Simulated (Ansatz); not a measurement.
ZnO (P6_3mc) under uniaxial stress along c (compression positive): band gap by r2SCAN with spin-orbit coupling, rigid bands (plane waves, PAW; Ansatz, a first-principles code). The unloaded cell, whose axes the loads refer to:

```
ZnO
1.0
    3.22991     0.00000     0.00000
   -1.61495     2.79718     0.00000
    0.00000     0.00000     5.21468
Zn O
2 2
Direct
  0.33333   0.66667   0.99805
  0.66667   0.33333   0.49805
  0.33333   0.66667   0.37695
  0.66667   0.33333   0.87695
```

| uniaxial stress along c (compression positive) (GPa) | volume per atom (Å³) | band gap (eV) |
|---|---|---|
| -8.8 | 11.99 | 1.08 |
| -4.4 | 11.89 | 1.15 |
| -2.2 | 11.83 | 1.19 |
| 0 | 11.78 | 1.22 |
| 2.2 | 11.71 | ? |

Q: Fit a straight line to band gap against the load over the rows given, and predict the row at 2.2 GPa.

A: The means are x̄ = -3.850 GPa and ȳ = 1.1600; Σ(x − x̄)(y − ȳ) = 0.6820 and Σ(x − x̄)² = 42.35, so the slope is 16.1 meV per GPa, and the rows given lie within 3.4 meV of the line. At 2.2 GPa the line gives 1.26 eV; the calculation gives 1.25 eV, 0.59 % from it.

 Stresses and pressures are the targets of the relaxation. Gaps are resolved to about 0.01 eV. The structure type is held at every load. Geometry: cell and atoms relaxed with PBEsol.
